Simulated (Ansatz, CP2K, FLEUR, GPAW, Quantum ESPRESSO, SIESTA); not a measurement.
One structure in several programs: WSe2 (P-6m2, 3 atoms in the cell)

Self-consistent single point, at a second geometry (lattice scaled by 0.98). First geometry:

```
CELL_PARAMETERS angstrom
      3.28974     0.00000     0.00000
     -1.64487     2.84900     0.00000
      0.00000     0.00000    16.51655
ATOMIC_POSITIONS crystal
  W  0.00000 0.00000 0.00000
  Se 0.33333 0.66667 0.09979
  Se 0.33333 0.66667 0.90021
```

Shared settings, as Ansatz (a quantum-chemistry and plane-wave program) writes them: kpoints.mp_grid.grid = 8 8 2; scf.occupations.method = fermi_dirac; scf.occupations.width = 0.05 eV. Potentials and cutoffs stand in the table.

| code | model | ΔF from the first geometry (meV/atom) | pressure (GPa) | largest force (eV/Å) | cutoff |
|---|---|---|---|---|---|
| SIESTA | LDA PW92, numerical atomic orbitals DZP, PseudoDojo LDA standard norm-conserving potentials (rewritten from UPF to PSML) | 57.9 | 5.27 | 2.188 | grid 350 Ry |
| Quantum ESPRESSO | LDA (PZ), GBRV 1.5 ultrasoft (LDA) pseudopotentials | 22.0 | 2.72 | 1.240 | 40 Ry |
| CP2K | LDA (Pade form), GPW, DZVP-MOLOPT-SR-GTH basis, GTH-PADE potentials (GTH_POTENTIALS) | -0.7 | 1.79 | 1.067 | grid 500 Ry |
| Ansatz | LDA (PW92), PAW files made with PBE | 18.9 | 2.95 | 1.171 | 420 eV |
| FLEUR | LDA (Perdew-Zunger), all-electron FLAPW (FLEUR), scalar-relativistic valence | 34.3 | – | 1.434 | Kmax 3.6 1/bohr |
| GPAW | LDA (Perdew-Wang 92), GPAW PAW datasets LDA (gpaw-data 1.0.1) | 17.1 | 2.86 | 1.141 | 600 eV |

For Quantum ESPRESSO (by 0.4 GPa) the energy change implies a higher mean pressure, against the two pressures, than for the other programs: a sign of finite-basis (Pulay) stress.

A dash marks a value that a program does not give, or that is left out as unsure.

On Ansatz's run: spin-orbit coupling is off. Spin polarisation is off.

The spread over the programs that give each value: ΔF from the first geometry within 58.6 meV/atom; pressure within 3.48 GPa; largest force within 1.121 eV/Å.

SIESTA and CP2K use small atom-centred bases, whose incompleteness enters pressures, forces and empty levels differently from a plane-wave cutoff. FLEUR treats all electrons, but the usual bases taken here (sphere radii, linearisation, local orbitals, empty states) were not tested for convergence, so the values are no reference for the others. Ansatz's pressure is given at a fixed set of plane waves, as the other plane-wave codes print theirs. The same LDA comes in different parametrisations, which differ slightly. In the pressure, SIESTA (by 2.41) and CP2K (by 1.08) lie more than 1 GPa from the median of the plane-wave programs. In the force vectors, SIESTA (by 1.017), CP2K (by 0.104) and FLEUR (by 0.264) lie more than 0.08 eV/Å from the median of the plane-wave programs.

This mesh misses zone-boundary points where a band edge of such crystals can lie, so no gaps are given.

The starting cell comes from a database of computed structures (which also holds hypothetical and non-ambient phases and stackings), without a prior relaxation at this level. Its lattice was rescaled by a random factor within 2.5 % of one. For this run, on top of that: lattice scaled by 0.98.

Keys are those of Ansatz 0.2.
